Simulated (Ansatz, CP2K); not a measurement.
A CP2K input for a self-consistent single point of TiAl3 (I4/mmm, 4 atoms in the cell) (DFT PBEsol, GPW, TZVP-MOLOPT-SR-GTH basis, GTH-PBE potentials (GTH_POTENTIALS)):

```
&GLOBAL
  PROJECT tial3
  RUN_TYPE ENERGY_FORCE
  PRINT_LEVEL LOW
&END GLOBAL
&FORCE_EVAL
  METHOD Quickstep
  STRESS_TENSOR ANALYTICAL
  &DFT
    BASIS_SET_FILE_NAME BASIS_MOLOPT_UCL
    POTENTIAL_FILE_NAME GTH_POTENTIALS
    &QS
      METHOD GPW
      EPS_DEFAULT 1E-10
    &END QS
    &MGRID
      CUTOFF 600
      REL_CUTOFF 50
      NGRIDS 5
    &END MGRID
    &SCF
      SCF_GUESS ATOMIC
      EPS_SCF 1E-6
      MAX_SCF 100
      ADDED_MOS 5
      &DIAGONALIZATION
        ALGORITHM STANDARD
      &END DIAGONALIZATION
      &MIXING
        METHOD BROYDEN_MIXING
        ALPHA 0.3
        NBUFFER 8
        BETA 1
      &END MIXING
      &SMEAR ON
        METHOD FERMI_DIRAC
        ELECTRONIC_TEMPERATURE [K] 1160.45
      &END SMEAR
    &END SCF
    &KPOINTS
      SCHEME MONKHORST-PACK 8 8 8
      GAMMA_CENTERED T
    &END KPOINTS
    &XC
      &XC_FUNCTIONAL
        &PBE
          PARAMETRIZATION PBESOL
        &END PBE
      &END XC_FUNCTIONAL
    &END XC
    &PRINT
      &MO
        EIGENVALUES T
        OCCUPATION_NUMBERS T
        NDIGITS 8
        FILENAME mo
        &EACH
          QS_SCF 0
        &END EACH
        ADD_LAST NUMERIC
      &END MO
      &MULLIKEN OFF
      &END MULLIKEN
    &END PRINT
  &END DFT
  &SUBSYS
    &CELL
      A 5.16525600 0.00000000 0.00000000
      B 2.22088300 4.66342700 0.00000000
      C -3.69307000 -2.33171300 2.75757500
      PERIODIC XYZ
    &END CELL
    &COORD
      SCALED
      Ti       0.00000000     0.00000000     0.00000000
      Al       0.50000000     0.50000000     0.00000000
      Al       0.75000000     0.25000000     0.50000000
      Al       0.25000000     0.75000000     0.50000000
    &END COORD
    &KIND Ti
      BASIS_SET TZVP-MOLOPT-SR-GTH-q12
      POTENTIAL GTH-PBE-q12
    &END KIND
    &KIND Al
      BASIS_SET TZVP-MOLOPT-SR-GTH-q3
      POTENTIAL GTH-PBE-q3
    &END KIND
  &END SUBSYS
  &PRINT
    &FORCES ON
    &END FORCES
    &STRESS_TENSOR ON
    &END STRESS_TENSOR
  &END PRINT
&END FORCE_EVAL
```

Question: Translate this input to Ansatz (a quantum-chemistry and plane-wave program).

Answer: This is the input that was run; spellings and numerical settings could be chosen otherwise.

Ansatz 0.2 input:
```yaml
# TiAl3
crystal:
  lattice:
    - [-1.94990000, 1.94990000, 4.36756800]
    - [1.94990000, -1.94990000, 4.36756800]
    - [1.94990000, 1.94990000, -4.36756800]
  atoms:
    - { symbol: Ti, position: [0.00000000, 0.00000000, 0.00000000] }
    - { symbol: Al, position: [0.50000000, 0.50000000, 0.00000000] }
    - { symbol: Al, position: [0.75000000, 0.25000000, 0.50000000] }
    - { symbol: Al, position: [0.25000000, 0.75000000, 0.50000000] }
kpoints:
  mp_grid: { grid: [8, 8, 8] }
hamiltonian:
  xc: pbesol
  pseudopotentials: { kind: paw }
scf:
  occupations: { method: fermi_dirac, width: 0.1 }
output:
  forces: true
  eigenvalues: true
  stress: true
```

Basis, cutoffs, solver keys and any potentials are the target program's own. This input uses DFT, PBEsol, plane waves, default PAW files made with PBE. Both were run: pressure -4.94 GPa in CP2K and -6.32 in Ansatz. Ansatz's pressure is the one without its finite-basis correction.

On Ansatz: the starting cell comes from a database of computed structures (which also holds hypothetical and non-ambient phases and stackings), without a prior relaxation at this level. Its lattice was rescaled by a random factor within 2.5 % of one. Spin polarisation is off. With a pressure of about -6 GPa the cell is away from its equilibrium volume at this level.

On CP2K: the starting cell comes from a database of computed structures (which also holds hypothetical and non-ambient phases and stackings), without a prior relaxation at this level. Its lattice was rescaled by a random factor within 2.5 % of one. Spin polarisation is off. Values carry the incompleteness of an atom-centred basis. The potentials were made for another functional than the one used. With a pressure of about -5 GPa the cell is away from its equilibrium volume at this level.
